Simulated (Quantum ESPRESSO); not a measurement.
Convergence study of the plane-wave cutoff for Se (C2, 3 atoms in the cell)

```yaml
crystal:
  lattice:
    - [2.19156, -3.79589, 0.00000]
    - [2.19156, 3.79589, 0.00000]
    - [0.00000, 0.00000, 4.96485]
  atoms:
    - { symbol: Se, position: [0.00000, 0.22500, 0.66667] }
    - { symbol: Se, position: [0.78641, 0.78641, 0.00000] }
    - { symbol: Se, position: [0.22500, 0.00000, 0.33333] }
```

Method: LDA (PZ), GBRV 1.5 ultrasoft (LDA) pseudopotentials (plane waves; Quantum ESPRESSO).

Base settings: ecutwfc = 40 Ry; ecutrho = 200 Ry; occupations = smearing; smearing = fd; degauss = 0.000734986 Ry; potentials = {Se: se_lda_v1.uspp.F.UPF}; K_POINTS = automatic 3 3 2 0 0 0; conv_thr = 1e-09 Ry; mixing_beta = 0.3.

Moved along: ecutrho.

The second cell is the first with its lattice scaled by 0.98.

The mesh stays at the base's, so the ladder's end is converged at best in this setting alone.

Only quantities that move along the ladder and can be compared are tabulated; the gap is left out on so coarse a mesh.

The count of work is k-points × plane waves × bands × iterations; it is no time. 

The starting cell has typed, rounded lattice constants, without a prior relaxation at this level. Its lattice was rescaled by up to half a per cent. One atom was moved a little off its site on purpose.

| ecutwfc | free energy less the last step's (meV/atom) | energy of the compressed cell less the first (meV/atom) | pressure (GPa) | largest difference of a force vector from the last step's (eV/Å) | count of work / last |
|---|---|---|---|---|---|
| 14 Ry | 158.47 | 23.79 | -0.17 | 0.030 | 0.064 |
| 16 Ry | 117.81 | 18.46 | -1.69 | 0.022 | 0.078 |
| 18 Ry | 70.89 | 16.77 | -1.59 | 0.016 | 0.091 |
| 20 Ry | 39.67 | 17.06 | -1.17 | 0.011 | 0.096 |
| 22 Ry | 21.73 | 17.02 | -0.78 | 0.014 | 0.11 |
| 24 Ry | 12.13 | 17.12 | -0.49 | 0.017 | 0.13 |
| 28 Ry | 6.80 | 16.79 | -0.26 | 0.011 | 0.16 |
| 32 Ry | 5.73 | 16.62 | -0.28 | 0.008 | 0.20 |
| 36 Ry | 3.95 | 16.45 | -0.32 | 0.004 | 0.23 |
| 40 Ry | 2.39 | 16.31 | -0.31 | 0.001 | 0.27 |
| 44 Ry | 1.69 | 16.29 | -0.28 | 0.000 | 0.31 |
| 48 Ry | 1.54 | 16.26 | -0.27 | 0.000 | 0.35 |
| 54 Ry | 1.39 | 16.26 | -0.28 | 0.000 | 0.42 |
| 60 Ry | 0.97 | 16.27 | -0.28 | 0.000 | 0.49 |
| 70 Ry | 0.39 | 16.27 | -0.27 | 0.000 | 0.62 |
| 80 Ry | 0.30 | 16.26 | -0.27 | 0.000 | 0.76 |
| 96 Ry | 0.00 | 16.24 | -0.27 | 0.000 | 1.0 |

Coarsest ecutwfc that holds the pressure within 0.05 GPa of the last step, with all finer ones: 28 Ry, at 0.16 of the last step's count of work; the step before is off by 0.21 GPa.

Coarsest ecutwfc that holds the energy of the compressed cell less the first within 2 meV/atom of the last step, with all finer ones: 18 Ry, at 0.091 of the last step's count of work; the step before is off by 2.2 meV/atom.

Coarsest ecutwfc that holds the forces within 0.02 eV/Å of the last step, with all finer ones: 18 Ry, at 0.091 of the last step's count of work; the step before is off by 0.022 eV/Å.

The energy difference between the two cells stays within 1 meV/atom of the last step's from 18 Ry on, the total only from 60 Ry on: much of the error is common to both cells and cancels.
